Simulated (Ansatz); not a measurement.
The starting structures come from a database of crystals and need not be the phases stable at ambient conditions.

 Where the default PAW files enter, the runs use the earlier of Ansatz's two default sets.

Consider the following.

```
MgSe
1.0
    3.86607     0.00000     0.00000
   -1.93304     3.34812     0.00000
    1.93304     1.11604     3.15663
Mg Se
1 1
Direct
  0.00000   0.00000   0.00000
  0.00000   0.50000   0.50000
```

Space group of this cell: Fm-3m, rock salt. The cell is taken as given.

All values below come from r2SCAN (plane waves, PAW; Ansatz, an electronic-structure program).

The current runs along the normal of the first two printed vectors; no spin-orbit coupling. Scaled by the factor s: all lengths (ions clamped). Meshes 12×12×12 and 12×12 across the current in all rows.

| s | mean pressure (GPa) | slowest mid-gap decay constant κ (1/Å) |
|---|---|---|
| 0.98 | 4.8 | ? |
| 1.00 | 0.2 | 0.179 |
| 1.02 | -3.3 | 0.169 |

Q: Take the slope of the slowest mid-gap decay constant κ against ln s from the two given rows, extrapolate to s = 0.98, and say what the run there gives.

A: Slope = (0.169 − 0.179) / ln 1.02 = -0.505 1/Å. The line gives 0.179 + (-0.505) × ln 0.98 = 0.189 1/Å. The run gives 0.188 1/Å, 0.001 1/Å under the line, 12 % of the predicted step.
